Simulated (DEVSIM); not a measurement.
Structure: Schottky contact on p-type Si, at 300 K.

Layer 1 from the left is Si, thickness (μm) 13.0, Na (cm⁻³) 4.6e16, τn (s) 7.1e-6, τp (s) 7.1e-6.

Left contact: Schottky, work function 4.404 eV, emission velocity 2.1e6 cm/s. Right contact: ohmic. Voltage is applied to the left contact. Recombination: SRH at mid-gap, Auger. Mobility is μmin + (μ − μmin)/(1 + (N/Nref)^α).

This is a model device: material constants are rounded textbook-type values typed into the input, and sizes, dopings and lifetimes were drawn at random. Values at 300 K.

Si: gap (eV) 1.124, affinity (eV) 4.05, permittivity 11.7, Nc (cm⁻³) 2.86e19, Nv (cm⁻³) 3.1e19, μn (cm²/Vs) 1417, μp (cm²/Vs) 470, μn,min 52, μp,min 45, Nref,n 9.7e16, Nref,p 2.2e17, αn 0.68, αp 0.72, Cn (cm⁶/s) 2.8e-31, Cp (cm⁶/s) 9.9e-32.

Problem. Estimate by hand the built-in potential, the peak field at zero bias, the capacitance at 1.5 V, and compare with a numerical solution.

Solution. 
- Built-in potential: barrier φB = 0.770 eV; Vbi = φB − kT/q ln(N_band/N) = 0.602 V; numerical 0.602 V.
- Peak field at zero bias: depletion approximation: W = √(2εVbi/(qN)) = 0.130 μm with N = 4.60e16 cm⁻³; field = 2Vbi/W = 92500 V/cm; numerical 90200 V/cm (estimate above by 2.6 %).
- Capacitance at 1.5 V: C = √(qεN / 2(Vbi + |V|)) = 42.6 nF/cm²; numerical 42.9 nF/cm² (estimate below by 0.64 %).

Simulated with DEVSIM: 1D drift-diffusion, Boltzmann statistics, complete ionisation; no tunnelling, impact ionisation, image-force lowering or self-heating. Metal contacts follow the ideal Schottky-Mott rule: no Fermi-level pinning, no interface dipoles.
